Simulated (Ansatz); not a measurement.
## Cubic perovskite BaZrO3

The numbers are results of HSE06 in Ansatz (PAW), not measurements.

Numerical settings: plane-wave cutoff 520 eV, 6×6×6 k mesh, scalar-relativistic PAW data made under PBE.

Cell (relaxed at this level):

Space group Pm-3m (No. 221); a = b = c = 4.192 Å, α = β = γ = 90.00°

| atom | site | symmetry | x | y | z |
|---|---|---|---|---|---|
| Ba | 1a | m-3m | 0.0000 | 0.0000 | 0.0000 |
| Zr | 1b | m-3m | 0.5000 | 0.5000 | 0.5000 |
| O | 3c | 4/mm.m | 0.0000 | 0.5000 | 0.5000 |

- elastic constant C11 = 321 GPa
- elastic constant C12 = 87.2 GPa
- elastic constant C44 = 92.9 GPa
- Voigt–Reuss–Hill bulk modulus = 165 GPa
- Voigt–Reuss–Hill shear modulus (Hill average) = 102 GPa
- Young modulus = 253 GPa
- Poisson ratio = 0.244

Elastic constants are with the ions relaxed.

Spin–orbit coupling is not included.

Static lattice: no zero-point or thermal effects.

It cost around 50 core-minutes (rough) of CPU time.

Ansatz is a program for electronic structure.
